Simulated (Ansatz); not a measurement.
Start from MoTe$_{2}$ in the 2H-MoS2 type structure (space group P6_3/mmc, No. 194; a = 3.497 Å, c = 13.696 Å; layered, stacked along the Cartesian z axis).

The values are results of DFT with PBE-D3(BJ), PAW potentials and a 420 eV plane-wave cutoff in Ansatz (a program for electronic structure), scalar-relativistic without spin-orbit coupling, not measurements.

Before the change:

The band gap is 0.60 eV, the pressure is 0.00 GPa and the gap character is indirect, Γ → K–Γ (44 % along).

One thing is altered: every lattice vector is shortened by 0.62 %, atoms relaxed at fixed cell.

Task: What does the calculation give for the band gap, pressure, gap character and largest internal atomic displacement after the change?

Result: The band gap shrinks by 0.05 eV to 0.55 eV; the pressure (mean of the normal stresses, compression positive) goes from zero to 1.00 GPa; the gap character changes from indirect, Γ → K–Γ (44 % along) to indirect, K–Γ (81 % along) → K–Γ (44 % along); the largest internal atomic displacement amounts to 0.017 Å.

With Te present, leaving out spin-orbit coupling can change the band edges. The cells carry an imposed strain or load. No phonon test of stability was made. The D3 term's C6 switches between coordination references near this geometry, which can add small steps to energies.
